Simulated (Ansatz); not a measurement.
Input and output of a zone-centre phonon calculation for Ti3B4 (Immm, 7 atoms in the cell) (Ansatz, a quantum-chemistry and plane-wave program).

Computed with LDA (PW92), default PAW files made with PBE (plane waves; Ansatz).

```
Ti3B4
1.0
   -1.51006     1.62176     6.82834
    1.51006    -1.62176     6.82834
    1.51006     1.62176    -6.82834
Ti B
3 4
Direct
  0.18540   0.68540   0.50000
  0.81460   0.31460   0.50000
  0.00000   0.00000   0.00000
  0.36822   0.86822   0.50000
  0.63178   0.13178   0.50000
  0.43567   0.43567   0.00000
  0.56433   0.56433   0.00000
```

Reference input (self-consistent single point, DFT, LDA (PW92), plane waves, default PAW files made with PBE): basis.ecutwfc = 420 eV; kpoints.mp_grid.grid = 9 9 9; hamiltonian.xc = lda; hamiltonian.pseudopotentials = {kind: paw} (the program's default PAW files); scf.occupations.method = gaussian; scf.occupations.width = 0.1 eV. This run's input differs from it in these lines:

Ansatz 0.2 input:
```diff
@@ -14,3 +14,3 @@
 basis:
-  ecutwfc: 420.0
+  ecutwfc: 355.0
 kpoints:
@@ -22,6 +22,4 @@
   occupations: { method: gaussian, width: 0.1 }
-output:
-  forces: true
-  eigenvalues: true
-  stress: true
+phonons:
+  method: dfpt
```

Output (repeated stretches shortened):

```
SCF iter   1: F=—  HF=-7956.971889 eV  |F-HF|=—  |Δ(HF+E_count)|=         —  Δρ=9.47e-3  dr2=1.94e-1  ethr=1.77e-3  ⟨swp⟩=4.9  Hψ=15526  notcnv=0  defer=15
all-band conjugate gradients solve this SCF's bands
preconditioner: auto → Kerker (q_TF=auto, 2.582 Å⁻¹)
SCF iter   2: F=—  HF=-7956.956262 eV  |F-HF|=—  |Δ(HF+E_count)|=   1.56e-2  Δρ=5.13e-3  dr2=6.75e-2  ethr=4.05e-4  ⟨swp⟩=1.1  Hψ=4886  notcnv=0  defer=46
   [... lines left out ...]
SCF iter   7: F=—  HF=-7956.948129 eV  |F-HF|=—  |Δ(HF+E_count)|=   4.48e-8  Δρ=3.34e-6  dr2=9.15e-9  ethr=7.19e-10  ⟨swp⟩=2.2  Hψ=4904  notcnv=0  defer=162
SCF iter   8: F=—  HF=-7956.948129 eV  |F-HF|=—  |Δ(HF+E_count)|=   1.71e-9  Δρ=7.01e-7  dr2=3.01e-10  ethr=1.91e-11  ⟨swp⟩=2.5  Hψ=5611  notcnv=0  defer=162
SCF iter   9: F=—  HF=-7956.948129 eV  |F-HF|=—  |Δ(HF+E_count)|=  1.13e-10  Δρ=2.04e-7  dr2=5.48e-11  ethr=1.00e-12  ⟨swp⟩=2.0  Hψ=5808  notcnv=0  defer=162
SCF iter  10: F=-7956.948129 eV  HF=-7956.948129 eV  |F-HF|=1.82e-12  |Δ(HF+E_count)|=  7.28e-12  Δρ=3.51e-8  dr2=8.01e-13  ethr=1.00e-12  ⟨swp⟩=9.8  Hψ=15975  notcnv=0
SCF 1 converged in 10 iterations: F = -7956.948129 eV  dr2 = 8.01e-13
DFPT response loops at Γ: preconditioner auto → Kerker (q_TF=auto, 2.582 Å⁻¹) (partly filled bands, converged f_vac=0.000) …
Free energy (F): -7956.948129 eV
Internal energy: -7956.938633 eV  (E = F + TS)
E sigma→0 (E₀):  -7956.943381 eV
Entropy (-TS):   -0.009496 eV (-1.357 meV/atom)
Fermi energy:    14.176830 eV
--- Phonons (Γ-DFPT): 12 representative perturbations + reference, on 125 of 729 k-points (Σ response iterations 36) ---
  k mesh reduced under 4 symmetry operations, with k and −k counted as one. Each operation leaves every solved displacement unchanged or reverses it
  ASR residual: 1.923e-5 → 0.000e0 eV/Å²; symmetrization residual: 2.150e-6 eV/Å²
  ASR residual per site (eV/Å²): 8.11e-6 8.11e-6 1.92e-5 1.89e-6 1.89e-6 5.98e-6 5.98e-6
  Γ frequencies (cm⁻¹): 0.00 0.00 0.00 262.40 262.88 280.05 286.78 314.45 316.65 478.61 487.37 502.83 517.97 519.61 549.51 553.71 574.21 715.63 799.10 827.00 836.28
  non-analytic LO–TO correction: not included (Born effective charges unavailable; polar crystals: no LO–TO splitting at Γ)
```

The run converged in 10 iterations. 

Summary of the result:
Free energy E − TS (on the zero of these files): -7956.9481 eV
Fermi level (on the code's own zero): 14.18 eV
Zone-centre frequencies (cm⁻¹; negative means imaginary): 0, 0, 0, 262, 263, 280, 287, 314, 317, 479, 487, 503, 518, 520, 550, 554, 574, 716, 799, 827, 836

The starting cell comes from a database of computed structures (which also holds hypothetical and non-ambient phases and stackings), without a prior relaxation at this level. Its lattice was rescaled by up to half a per cent. Spin polarisation is off. The cutoff lies below the one recommended for these files.

Cost on one core of a shared machine: roughly 10 min.
